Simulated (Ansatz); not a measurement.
A user runs Ansatz (a first-principles code) on CsNaMg₆ (Amm2, 8 atoms in the cell) and asks whether the run is sound. The aim is a self-consistent single point with DFT, LDA (PW92), plane waves, default PAW files made with PBE.

Input as run:

Ansatz 0.2 input:
```yaml
# CsNaMg6
crystal:
  lattice:
    - [5.41512000, 0.00000000, 0.00000000]
    - [0.00000000, 3.70682500, 6.00912000]
    - [0.00000000, -3.70682500, 6.00912000]
  atoms:
    - { symbol: Cs, position_ang: [2.70756000, 0.00000000, 8.09897175] }
    - { symbol: Na, position_ang: [0.00000000, 0.00000000, 10.14748076] }
    - { symbol: Mg, position_ang: [0.00000000, 2.14343449, 6.86109303] }
    - { symbol: Mg, position_ang: [0.00000000, -2.14343449, 6.86109303] }
    - { symbol: Mg, position_ang: [0.00000000, -0.00000000, 3.99666571] }
    - { symbol: Mg, position_ang: [2.70756000, 1.74198534, 5.08407607] }
    - { symbol: Mg, position_ang: [2.70756000, -1.74198534, 5.08407607] }
    - { symbol: Mg, position_ang: [2.70756000, -0.00000000, 1.93962375] }
basis:
  ecutwfc: 30
kpoints:
  mp_grid: { grid: [6, 5, 5] }
hamiltonian:
  xc: lda
  pseudopotentials: { kind: paw }
scf:
  occupations: { method: cold, width: 0.2 }
output:
  forces: true
  eigenvalues: true
  stress: true
```

The program printed (abridged):

```
WARN basis.ecutwfc = 30 eV is below the records' recommended cutoff, and the density's cutoff is lower with it unless basis.ecutrho_ratio is high enough to …
   [... lines left out ...]
Basis set: ecut = 30 eV, 83 PW (Γ)
Bands: 47, of which v1, the nominal top of the filled ones, is band 39 counted from 1 (38 counted from 0)
Symmetry: 4 space group operations
Space group: Amm2 (ITA 38), of the structure as read, at distance tolerance 6.2e-5 Å
k-points: 36 of 150 (time reversal used)
PAW frozen core: Cs, regenerated for the run's functional, and the local potential with it
PAW frozen core: Na, regenerated for the run's functional, and the local potential with it
PAW frozen core: Mg, regenerated for the run's functional, and the local potential with it
Initial density: superposition of atomic densities (neutral atoms: chi_scale 0, normalization atom), corrected by the library's trained network
Initial wavefunctions: pseudopotential atomic-orbital guess
Eigensolver: davidson
Functional: x = slater, c = lda
SCF iter   1: F=—  HF=-15499.228195 eV  |F-HF|=—  |Δ(HF+E_count)|=         —  Δρ=1.23e0  dr2=3.29e3  ethr=1.77e-3  ⟨swp⟩=1.0  Hψ=3255  notcnv=0
all-band conjugate gradients solve this SCF's bands
preconditioner: auto → LDOS
SCF iter   2: F=—  HF=-12095.562486 eV  |F-HF|=—  |Δ(HF+E_count)|=    3.40e3  S|Δr|=    0.00e0  Δρ=1.58e-1  dr2=1.12e2  ethr=1.77e-3  ⟨swp⟩=5.4  Hψ=7820  notcnv=0  defer=40
   [... lines left out ...]
SCF iter   9: F=—  HF=-12024.271894 eV  |F-HF|=—  |Δ(HF+E_count)|=   8.03e-5  S|Δr|=    0.00e0  Δρ=4.16e-5  dr2=2.10e-5  ethr=2.05e-7  ⟨swp⟩=2.0  Hψ=1910  notcnv=0  defer=60
SCF iter  10: F=—  HF=-12024.271886 eV  |F-HF|=—  |Δ(HF+E_count)|=   7.20e-6  S|Δr|=    0.00e0  Δρ=1.15e-5  dr2=8.85e-7  ethr=2.70e-8  ⟨swp⟩=2.8  Hψ=2742  notcnv=0  defer=60
SCF iter  11: F=-12024.271886 eV  HF=-12024.271886 eV  |F-HF|=5.12e-8  |Δ(HF+E_count)|=   3.83e-7  S|Δr|=    0.00e0  Δρ=2.89e-6  dr2=6.74e-8  ethr=1.28e-10  ⟨swp⟩=15.3  Hψ=7608  notcnv=0
SCF 1 converged in 11 iterations: F = -12024.271886 eV  dr2 = 6.74e-8
the forces of this run sum to 2.647e-1 eV/Å along one axis, over √8 times 1.000e-2 eV/Å (the walk's relax.f_tol, or that key's default on a run that moves no …
Stability not checked (fill_not_monotonic)
Free energy (F): -12024.271886 eV
Internal energy: -12024.276049 eV  (E = F + TS)
E sigma→0 (E₀):  -12024.273274 eV
Entropy (-TS):   0.004163 eV (0.520 meV/atom)
Fermi energy:    13.331394 eV
   [... lines left out ...]
--- Stress (GPa, compression-positive) ---
    -1129.212109       0.000000       0.000000
        0.000000   -1128.953759       0.000000
        0.000000       0.000000   -1127.960187
  P = ⅓ Tr σ = -1128.7087 GPa (-11287.087 kbar)
  The stress holds no Pulay correction (an occupied level lies too near the plane-wave cutoff): it is that at fixed plane waves, as pw.x and ABINIT print it
```

Q: Can these results be used? Check the input.

A: The run is not sound. The fault is this: a cutoff meant in Ry typed as a bare number, read as eV. A bare number is read in the key's own unit, and eV, Ry (13.6 eV) and Ha (27.2 eV) lie far apart, so the setting ends up far from the one that was meant. To fix it, convert the value to the unit that the key expects. The run converged in 11 iterations without an error; against the sound input the free energy goes up by 794 eV/atom, the pressure goes from -1.32 to -1129 GPa and the largest force goes from 0.085 to 3.439 eV/Å.

The sound input it was made from differs as follows (other fixes are possible):
```diff
-basis:
-  ecutwfc: 30
```

With that input, the run converged in 8 iterations: free energy E − TS (on the zero of these files) -18379.1187 eV; Fermi level (on the code's own zero) 4.50 eV; pressure -1.32 GPa; largest force (vector length) 0.085 eV/Å (DFT, LDA (PW92), plane waves, default PAW files made with PBE).

On the sound input: the starting cell comes from a database of computed structures (which also holds hypothetical and non-ambient phases and stackings), without a prior relaxation at this level. Ansatz's pressure includes its estimate of the finite-basis (Pulay) stress.
